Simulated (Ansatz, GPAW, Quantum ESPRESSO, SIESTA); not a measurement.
One structure in several programs: MgCd2 (P1, 6 atoms in the cell)

Self-consistent single point, at a second geometry (atoms moved at random). First geometry:

```
MgCd2
1.0
    5.90972    -1.54629     0.00000
    5.90972     1.54629     0.00000
   -2.16116     0.00000     6.98162
Mg Cd
2 4
Cartesian
  3.27345   0.00000   3.28925
  6.38483   0.00000   3.69237
  7.89572   0.00000   1.02413
  1.76256   0.00000   5.95748
 11.03347   0.00000   1.35122
 -1.37518   0.00000   5.63039
```

Second geometry:
```
CELL_PARAMETERS angstrom
      5.90972    -1.54629     0.00000
      5.90972     1.54629     0.00000
     -2.16116     0.00000     6.98162
ATOMIC_POSITIONS crystal
  Mg 0.38718 0.34226 0.46895
  Mg 0.63653 0.63433 0.53246
  Cd 0.69645 0.70296 0.14131
  Cd 0.27765 0.32903 0.85368
  Cd 0.96992 0.96806 0.18821
  Cd 0.03227 0.02335 0.81540
```

Shared settings, as Ansatz (a quantum-chemistry and plane-wave program) writes them: kpoints.mp_grid.grid = 5 5 3; scf.occupations.method = gaussian; scf.occupations.width = 0.136 eV. Potentials and cutoffs stand in the table.

```json
[
 {"code": "GPAW", "model": "PBEsol, GPAW PAW datasets PBEsol (made by gpaw-setup)", "ΔF from the first geometry (meV/atom)": "2.9", "pressure (GPa)": "-1.54", "largest force (eV/Å)": "0.152", "cutoff": "850 eV"},
 {"code": "Ansatz", "model": "PBEsol, PAW files made with PBE", "ΔF from the first geometry (meV/atom)": "3.2", "pressure (GPa)": "-1.24", "largest force (eV/Å)": "0.158", "cutoff": "420 eV"},
 {"code": "SIESTA", "model": "GGA PBEsol, numerical atomic orbitals TZP, PseudoDojo PBEsol standard norm-conserving potentials (rewritten from UPF to PSML)", "ΔF from the first geometry (meV/atom)": "-1.8", "pressure (GPa)": "-4.89", "largest force (eV/Å)": "0.299", "cutoff": "grid 300 Ry"},
 {"code": "Quantum ESPRESSO", "model": "PBEsol, GBRV 1.5 ultrasoft (PBESOL) pseudopotentials", "ΔF from the first geometry (meV/atom)": "3.6", "pressure (GPa)": "-1.42", "largest force (eV/Å)": "0.172", "cutoff": "40 Ry"}
]
```

Size of the force on each atom (eV/Å): Sizes of forces hide their directions.

```tsv
code	Mg1	Mg2	Cd3	Cd4	Cd5	Cd6
GPAW	0.145	0.101	0.152	0.105	0.117	0.141
Ansatz	0.148	0.105	0.156	0.113	0.136	0.158
SIESTA	0.203	0.159	0.299	0.282	0.205	0.110
Quantum ESPRESSO	0.149	0.106	0.166	0.123	0.151	0.172
```

The spread over the programs that give each value: ΔF from the first geometry within 5.4 meV/atom; pressure within 3.65 GPa; largest force within 0.147 eV/Å.

SIESTA uses small atom-centred bases, whose incompleteness enters pressures, forces and empty levels differently from a plane-wave cutoff. Ansatz's pressure is given at a fixed set of plane waves, as the other plane-wave codes print theirs. In the pressure, SIESTA (by 3.47) lies more than 1 GPa from the median of the plane-wave programs. In the force vectors, SIESTA (by 0.301) lies more than 0.08 eV/Å from the median of the plane-wave programs.

The shared mesh is coarse (it stands for a supercell whose shortest vector is 15 Å), so the values are not converged in it.

The starting cell comes from a database of computed structures (which also holds hypothetical and non-ambient phases and stackings), without a prior relaxation at this level. For this run, on top of that: atoms moved at random.

Keys are those of Ansatz 0.2.
